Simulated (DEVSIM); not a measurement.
Device: Ru/Al2O3/p-Ge capacitor, at 300 K.

Layer 1 from the left is Al2O3, thickness (nm) 2.40. Layer 2 from the left is Ge, thickness (nm) 6700, Na (cm⁻³) 7.9e15.

Metal gate on the left, work function 4.7 eV. Fixed charge at the semiconductor interface -2.6e11 cm⁻² (in units of +e); no interface traps.

The device is made up for the run: typed textbook-type constants, with dimensions and the other settings drawn at random. Values at 300 K.

Al2O3: gap (eV) 6.8, affinity (eV) 1.35, permittivity 9. Ge: gap (eV) 0.664, affinity (eV) 4, permittivity 16, Nc (cm⁻³) 1.04e19, Nv (cm⁻³) 6e18.

Problem. Estimate by hand the flat-band voltage, the threshold voltage, and compare with a numerical solution.

Solution. 
- Flat-band voltage: C = 3.32 μF/cm², work-function difference 0.207 V; VFB = φms − qNf/C = 0.22 V; numerical 0.22 V.
- Threshold voltage: φF = 0.153 V, depletion charge √(4εqNφF) = 3.32e-8 C/cm²; VT = VFB + 2φF + Qd/C = 0.54 V; numerical 0.54 V.

Model (solved in DEVSIM): 1D Poisson equation in equilibrium, Boltzmann statistics, complete ionisation; no quantum confinement or tunnelling. Metal contacts follow the ideal Schottky-Mott rule: no Fermi-level pinning, no interface dipoles.
